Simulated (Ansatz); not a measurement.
## InAs: uniaxial strain ε_zz = +2.00 %

Start from InAs in the zinc blende structure (space group F-43m, No. 216; a = 6.026 Å). Axes: x, y, z lie along the cube axes.

It is then changed as follows: the cell is stretched by 2.00 % along z with no lateral relaxation; the atoms relax in the strained cell.

Computed with LDA/PAW in Ansatz (a quantum-chemistry and plane-wave program), no SOC. Settings: 10×10×10 k-points, 0.05 eV Fermi–Dirac smearing.

The volume per atom increases by 0.55 Å³, from 27.35 Å³ to 27.90 Å³ and the space group goes from F-43m (No. 216) to I-4m2 (No. 119). The shortest interatomic distance increases by 0.018 Å to 2.627 Å and the energy grows by 2.8 meV/atom. The band gap is still zero and the stress (xx, yy, zz, yz, xz, xy; compression positive) comes out as (-0.9, -0.9, -1.6, 0.0, 0.0, 0.0) GPa (rough).

Final structure:

```yaml
crystal:
  lattice:
    - [0.00000, 3.01303, 3.07329]
    - [3.01303, 0.00000, 3.07329]
    - [3.01303, 3.01303, 0.00000]
  atoms:
    - { symbol: In, position: [0.00000, 0.00000, 0.00000] }
    - { symbol: As, position: [0.25000, 0.25000, 0.25000] }
```

A case with no gap was solved on a k-mesh chosen for an insulator, which is coarse for it. Without a gap, meshes like the base's 10×10×10 leave anisotropic stresses uncertain by several tenths of a GPa, and small strain energies with them. Stability against distortions was not tested. The final runs are not spin-polarised. A zero or small gap of InAs can be the functional's error rather than a property of the material.
